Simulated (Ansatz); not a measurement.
Data:

```
CELL_PARAMETERS angstrom
      0.00000     2.93419     2.93419
      2.93419     0.00000     2.93419
      2.93419     2.93419     0.00000
ATOMIC_POSITIONS crystal
  Ca 0.00000 0.00000 0.00000
  Se 0.50000 0.50000 0.50000
```

The numbers are results of PBEsol, rigid bands (plane waves, PAW, scalar-relativistic; Ansatz, a program for electronic structure), not measurements. Geometry: cell and atoms relaxed with PBEsol.

Question: Predict the electron conductivity mass (n e² τ/σ) at 300 K, by direction if it differs.

Answer: 0.38 mₑ.

Question: And the band gap?

Answer: 1.88 eV at this level; semilocal functionals usually fall short of the measured gap.

Rigid bands, one relaxation time for all states, no polarons. Spin-orbit coupling is left out; where it splits the top of the valence band it changes the hole mass and lowers the gap by about a third of the splitting.

Formula and space group known from diffraction (Crystallography Open Database), not checked to be the room-temperature form: CaSe (Fm-3m).
